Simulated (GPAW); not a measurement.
Band structure of Cu (Fm-3m, 1 atom in the cell).

```yaml
crystal:
  lattice:
    - [0.00000, 1.80500, 1.80500]
    - [1.80500, 0.00000, 1.80500]
    - [1.80500, 1.80500, 0.00000]
  atoms:
    - { symbol: Cu, position: [0.00000, 0.00000, 0.00000] }
```

Method of the run: PBE, GPAW PAW datasets PBE (gpaw-data 1.0.1) (plane waves; GPAW).

Settings: mode = pw; ecut = 800 eV; xc = PBE; kpts = 21 21 21; mesh shift (steps) = 0 0 0; occupations.name = methfessel-paxton; occupations.width = 0.2 eV; occupations.order = 0; nbands = -7; symmetry.symmorphic = false; symmetry.tolerance = 0.0005; maxiter = 100; bandpath_npoints = 40.

The starting cell has typed, rounded lattice constants, without a prior relaxation at this level. Spin polarisation is off.

Levels in eV from the Fermi level, bands 2 to 9:
| point | 2 | 3 | 4 | 5 | 6 | 7 | 8 | 9 |
|---|---|---|---|---|---|---|---|---|
| Γ | -3.07 | -3.07 | -3.07 | -2.25 | -2.25 | 23.00 | 25.45 | 25.45 |
| X | -4.46 | -1.69 | -1.52 | -1.52 | 1.45 | 7.13 | 13.13 | 13.13 |
| W | -3.58 | -3.58 | -2.29 | -1.52 | 6.19 | 6.19 | 8.31 | 8.83 |
| K | -4.11 | -2.81 | -2.11 | -1.72 | 4.31 | 5.73 | 7.85 | 15.21 |
| L | -3.10 | -3.10 | -1.67 | -1.67 | -1.07 | 3.76 | 21.38 | 22.21 |
| U | -4.11 | -2.81 | -2.11 | -1.72 | 4.31 | 5.73 | 7.85 | 15.21 |

Bands cross the Fermi level along this path, so the cell is metallic at this level.
